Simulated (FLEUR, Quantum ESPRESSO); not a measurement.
A FLEUR input for a self-consistent single point of CoSi (P2_13, 8 atoms in the cell) (DFT, PBE, all-electron FLAPW (FLEUR), scalar-relativistic valence):

Input of the input generator:

```
CoSi FLAPW
&input film=f /
8.2243847814 0.0000000000 0.0000000000
0.0000000000 8.2243847814 0.0000000000
0.0000000000 0.0000000000 8.2243847814
1.0
1.0 1.0 1.0

8
27 0.8541000000 0.6459000000 0.3541000000
27 0.6459000000 0.3541000000 0.8541000000
27 0.3541000000 0.8541000000 0.6459000000
27 0.1459000000 0.1459000000 0.1459000000
14 0.1565400000 0.3434600000 0.6565400000
14 0.3434600000 0.6565400000 0.1565400000
14 0.6565400000 0.1565400000 0.3434600000
14 0.8434600000 0.8434600000 0.8434600000

&comp jspins=1 /
&kpt div1=9 div2=9 div3=9 /
&end /
```

```xml
<?xml version="1.0" encoding="UTF-8" standalone="no"?>
<fleurInput fleurInputVersion="0.39">
   <comment>
      CoSi FLAPW                                                                                          
   </comment>
   <calculationSetup>
      <cutoffs Kmax="4.2" Gmax="16.8" GmaxXC="16.8" numbands="0"/>
      <scfLoop itmax="60" minDistance="0.00001" maxIterBroyd="99" imix="Anderson" alpha="0.05" precondParam="0.0" spinf="2.0"/>
      <coreElectrons ctail="T" frcor="F" kcrel="0" coretail_lmax="0"/>
      <xcFunctional name="pbe" relativisticCorrections="F"/>
      <magnetism jspins="1"/>
      <soc l_soc="F" theta="0.0" phi="0.0" spav="F"/>
      <expertModes spex="0" secvar="F"/>
      <geometryOptimization l_f="T" forcealpha="1.0" forcemix="BFGS" epsdisp="0.00001" epsforce="0.00001"/>
      <ldaU l_linMix="F" mixParam="0.05" spinf="1.0"/>
   </calculationSetup>
   <cell>
      <bzIntegration valenceElectrons="76.0" mode="gauss" fermiSmearingEnergy="0.00367493">
         <kPointListSelection listName="default-1"/>
         <!-- k-points included here -->
         <xi:include xmlns:xi="http://www.w3.org/2001/XInclude" href="kpts.xml"> </xi:include>
      </bzIntegration>
      <!-- symmetry operations included here -->
      <xi:include xmlns:xi="http://www.w3.org/2001/XInclude" href="sym.xml"> </xi:include>
      <bulkLattice scale="1.0">
         <bravaisMatrix>
            <row-1>    8.2243847813999995     0.0000000000000000     0.0000000000000000</row-1>
            <row-2>    0.0000000000000000     8.2243847813999995     0.0000000000000000</row-2>
            <row-3>    0.0000000000000000     0.0000000000000000     8.2243847813999995</row-3>
         </bravaisMatrix>
      </bulkLattice>
   </cell>
   <atomSpecies>
      <species name="Cobalt (Co)" element="Co" atomicNumber="27">
         <mtSphere radius="2.41" gridPoints="833" logIncrement="0.015"/>
         <atomicCutoffs lmax="10" lnonsphr="8"/>
         <electronConfig flipSpins="F">
            <coreConfig>(1s1/2) (2s1/2) (2p1/2) (2p3/2) (3s1/2)</coreConfig>
            <valenceConfig>(3p1/2) (3p3/2) (4s1/2) (3d3/2) (3d5/2)</valenceConfig>
            <stateOccupation state="(3d3/2)" spinUp="1.4" spinDown="1.4"/>
            <stateOccupation state="(3d5/2)" spinUp="2.1" spinDown="2.1"/>
         </electronConfig>
         <energyParameters s="4" p="4" d="3" f="4"/>
         <lo type="SCLO" l="1" n="3" eDeriv="0"/>
      </species>
      <species name="Silicon (Si)" element="Si" atomicNumber="14">
         <mtSphere radius="1.62" gridPoints="559" logIncrement="0.02"/>
         <atomicCutoffs lmax="6" lnonsphr="4"/>
         <electronConfig flipSpins="F">
            <coreConfig>(1s1/2) (2s1/2) (2p1/2) (2p3/2)</coreConfig>
            <valenceConfig>(3s1/2) (3p1/2) (3p3/2)</valenceConfig>
            <stateOccupation state="(3p1/2)" spinUp="0.3333333333333" spinDown="0.3333333333333"/>
            <stateOccupation state="(3p3/2)" spinUp="0.6666666666667" spinDown="0.6666666666667"/>
         </electronConfig>
         <energyParameters s="3" p="3" d="3" f="4"/>
      </species>
   </atomSpecies>
   <atomGroups>
      <atomGroup species="Cobalt (Co)">
         <relPos label="                   1">-.1459000000 -.3541000000 .3541000000</relPos>
         <relPos label="                   2">-.3541000000 .3541000000 -.1459000000</relPos>
         <relPos label="                   3">.3541000000 -.1459000000 -.3541000000</relPos>
         <relPos label="                   4">.1459000000 .1459000000 .1459000000</relPos>
         <force calculate="T" relaxXYZ="TTT"/>
      </atomGroup>
      <atomGroup species="Silicon (Si)">
         <relPos label="                   5">.1565400000 .3434600000 -.3434600000</relPos>
         <relPos label="                   6">.3434600000 -.3434600000 .1565400000</relPos>
         <relPos label="                   7">-.3434600000 .1565400000 .3434600000</relPos>
         <relPos label="                   8">-.1565400000 -.1565400000 -.1565400000</relPos>
         <force calculate="T" relaxXYZ="TTT"/>
      </atomGroup>
   </atomGroups>
   <output dos="F" band="F" slice="F">
      <checks vchk="F" cdinf="F"/>
      <bandDOS minEnergy="-.5*Htr" maxEnergy="0.5*Htr" sigma="0.015" storeEVData="T"/>
      <vacuumDOS vacdos="F" integ="F" star="F" nstars="0" locx1="0.0" locy1="0.0" locx2="0.0" locy2="0.0" nstm="0" tworkf="0.0"/>
      <unfoldingBand unfoldBand="F" supercellX="1" supercellY="1" supercellZ="1"/>
      <plotting iplot="0" polar="F">
         <plot TwoD="T" vec1="  1.0  0.0  0.0" vec2="  0.0  1.0  0.0" vec3="  0.0  0.0  1.0" zero="  0.0  0.0  0.0" file="plot"/>
      </plotting>
      <chargeDensitySlicing numkpt="0" minEigenval="0.0" maxEigenval="0.0" nnne="0" pallst="F"/>
      <specialOutput eonly="F"/>
      <magneticCircularDichroism mcd="F" energyLo="-10.0" energyUp="0.0"/>
   </output>
  <!-- We include the file relax.xml here to enable relaxations (see documentation) -->
  <xi:include xmlns:xi="http://www.w3.org/2001/XInclude" href="relax.xml"> <xi:fallback/> </xi:include>
</fleurInput>
```

Task: Translate this input to Quantum ESPRESSO.

Result: This is the input that was run; spellings and numerical settings could be chosen otherwise.

```fortran
&control
 calculation = 'scf'
 prefix = 'cosi'
 outdir = './out'
 pseudo_dir = './'
 tprnfor = .true.
 tstress = .true.
/
&system
 ibrav = 0
 nat = 8
 ntyp = 2
 ecutwfc = 50
 ecutrho = 300
 occupations = 'smearing'
 smearing = 'gaussian'
 degauss = 0.0073499
/
&electrons
 conv_thr = 1.0e-11
 mixing_beta = 0.3
/
ATOMIC_SPECIES
Co    58.9332  Co.pbe-n-kjpaw_psl.1.0.0.UPF
Si    28.0850  Si.pbe-n-kjpaw_psl.1.0.0.UPF
ATOMIC_POSITIONS crystal
Co    0.8541000000    0.6459000000    0.3541000000
Co    0.6459000000    0.3541000000    0.8541000000
Co    0.3541000000    0.8541000000    0.6459000000
Co    0.1459000000    0.1459000000    0.1459000000
Si    0.1565400000    0.3434600000    0.6565400000
Si    0.3434600000    0.6565400000    0.1565400000
Si    0.6565400000    0.1565400000    0.3434600000
Si    0.8434600000    0.8434600000    0.8434600000
K_POINTS automatic
9 9 9  0 0 0
CELL_PARAMETERS angstrom
   4.3521570000     0.0000000000     0.0000000000
   0.0000000000     4.3521570000     0.0000000000
   0.0000000000     0.0000000000     4.3521570000
```

Basis settings and potentials, where a program has them, do not carry over. This input uses DFT, PBE, plane waves, PSlibrary PAW (PBE) pseudopotentials.

The starting cell comes from a database of computed structures (which also holds hypothetical and non-ambient phases and stackings), without a prior relaxation at this level. Its lattice was rescaled by a random factor within 2.5 % of one. For this run, on top of that: lattice scaled by 0.98.
